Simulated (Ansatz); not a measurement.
GaP: response to strain

The parent structure is GaP in the zinc blende structure (space group F-43m, No. 216).

```xyz
2
Lattice="0.0000 2.7259 2.7259 2.7259 0.0000 2.7259 2.7259 2.7259 0.0000" Properties=species:S:1:pos:R:3 pbc="T T T"
P      4.0888     4.0888     4.0888
Ga     0.0000     0.0000     0.0000
```

Cartesian axes are those of the cell as printed.

Strains are applied to the cell and any free atomic positions relax; under biaxial strain the out-of-plane vector relaxes too.

Levels (all Ansatz, a program for electronic structure, PAW, earlier PAW set): r2SCAN (500 eV, no spin-orbit coupling); HSE06 (420 eV, no SOC); HSE06+SOC (420 eV, with spin-orbit coupling).

Band gaps by level, all at the geometries relaxed with r2SCAN:

```csv
case,r2SCAN,HSE06,HSE06+SOC
base,1.85 eV,2.26 eV,2.23 eV
"biaxial strain −2.24 %, plane normal [110], relaxed out of plane",1.41 eV,1.82 eV,–
"biaxial strain −0.70 %, plane normal [111], relaxed out of plane",1.80 eV,2.20 eV,2.17 eV
isotropic strain +4.13 %,1.32 eV,1.71 eV,1.68 eV
```

Single points use the geometry relaxed with r2SCAN. HSE06 gaps are upper bounds (no full band path). The spin-orbit shifts are approximate. Whether these cells are dynamically stable was not tested.
